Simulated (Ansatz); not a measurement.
β-phase Si₃N₄ (model structure) was calculated with PBE in Ansatz (PAW).

Numerical settings: plane-wave cutoff 500 eV, 6×6×10 k mesh (along the axes of the cell as run), gaussian smearing 0.02 eV, scalar-relativistic PAW data made under PBE.

Cell (relaxed at this level):

```
N4Si3
1.0
    3.83189    -6.63703     0.00000
    3.83189     6.63703     0.00000
    0.00000     0.00000     2.92659
Si N
6 8
Direct
  0.17500   0.76891   0.25000
  0.23109   0.40610   0.25000
  0.59390   0.82500   0.25000
  0.82500   0.23109   0.75000
  0.76891   0.59390   0.75000
  0.40610   0.17500   0.75000
  0.33333   0.66667   0.25000
  0.66667   0.33333   0.75000
  0.33000   0.03083   0.25000
  0.96917   0.29917   0.25000
  0.70083   0.67000   0.25000
  0.67000   0.96917   0.75000
  0.03083   0.70083   0.75000
  0.29917   0.33000   0.75000
```

Q: Estimate the band gap that the calculation returns.

A: 
- band gap: 4.26 eV (on the SCF k mesh)

Static lattice: no zero-point or thermal effects.

A model structure was made by putting elements into a prototype or built by hand; here it ended with the formula and space group of a phase in our tables.

Ansatz is a first-principles code.
